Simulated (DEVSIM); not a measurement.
System: abrupt Si p-n junction, at 250 K.

Layer 1 from the left is Si, thickness (μm) 0.500, Na (cm⁻³) 1.4e15, τn (s) 1.4e-7, τp (s) 1.4e-7. Layer 2 from the left is Si, thickness (μm) 18.0, Nd (cm⁻³) 2.9e15, τn (s) 1.4e-7, τp (s) 1.4e-7.

Left contact: ohmic. Right contact: ohmic. Voltage is applied to the left contact. Recombination: SRH at mid-gap, Auger. Mobility is μmin + (μ − μmin)/(1 + (N/Nref)^α).

This is a model device: material constants are rounded textbook-type values typed into the input, and sizes, dopings and lifetimes were drawn at random. Values at 300 K; Nc and Nv go as T^1.5, mobilities as T to minus their exponent, the gap by Varshni's rule with the affinity fixed.

Si: gap (eV) 1.124, affinity (eV) 4.05, permittivity 11.7, Nc (cm⁻³) 2.86e19, Nv (cm⁻³) 3.1e19, μn (cm²/Vs) 1417, μp (cm²/Vs) 470, μn,min 52, μp,min 45, Nref,n 9.7e16, Nref,p 2.2e17, αn 0.68, αp 0.72, T exponent of μn 2.3, T exponent of μp 2.2, Cn (cm⁶/s) 2.8e-31, Cp (cm⁶/s) 9.9e-32, Varshni α (eV/K) 0.000473, Varshni β (K) 636.

Model (solved in DEVSIM): 1D drift-diffusion, Boltzmann statistics, complete ionisation; no tunnelling, impact ionisation, image-force lowering or self-heating.

### Question
What does the simulation give for the dark forward voltage at 1 A/cm², the largest field in the device at zero bias, the potential step across the device at zero bias?

### Answer
dark forward voltage at 1 A/cm² 0.593 V; largest field in the device at zero bias 15000 V/cm; potential step across the device at zero bias 0.734 V.
